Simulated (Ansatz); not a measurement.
# A computed series for hypothetical diamond Ni: pressure series

Base system: Ni in the diamond structure (space group Fd-3m, No. 227; ferromagnetic; a hypothetical phase, not in the database extracts checked).

```xyz
2
Lattice="0.0000 2.5035 2.5035 2.5035 0.0000 2.5035 2.5035 2.5035 0.0000" Properties=species:S:1:pos:R:3 pbc="T T T"
Ni     3.7552     3.7552     3.7552
Ni     2.5035     2.5035     2.5035
```

Cell and atoms are relaxed at each pressure.

All numbers come from DFT with PBEsol, PAW potentials and a 420 eV plane-wave cutoff in Ansatz (a first-principles code), scalar-relativistic without spin-orbit coupling.

```json
[
 {"P (GPa)": "-1.99", "V (Å³/atom)": "15.997"},
 {"P (GPa)": "-0.99", "V (Å³/atom)": "15.839"},
 {"P (GPa)": "0.30", "V (Å³/atom)": "15.647"},
 {"P (GPa)": "0.70", "V (Å³/atom)": "15.590"},
 {"P (GPa)": "1.51", "V (Å³/atom)": "15.479"},
 {"P (GPa)": "3.00", "V (Å³/atom)": "15.286"},
 {"P (GPa)": "5.01", "V (Å³/atom)": "15.045"},
 {"P (GPa)": "7.51", "V (Å³/atom)": "14.773"},
 {"P (GPa)": "10.01", "V (Å³/atom)": "14.525"}
]
```

A third-order Birch–Murnaghan fit to these points gives V₀ = 15.69 Å³/atom, B₀ = 108 GPa and B₀′ = 4.8. At pressure 10 GPa the volume is 92.6 % of V₀.

Other magnetic orders, which the real material may have, were not ruled out. Load acts through the strain it causes; cell and atoms are relaxed under it. Whether these cells are dynamically stable was not tested. Competing high-pressure phases were not computed.
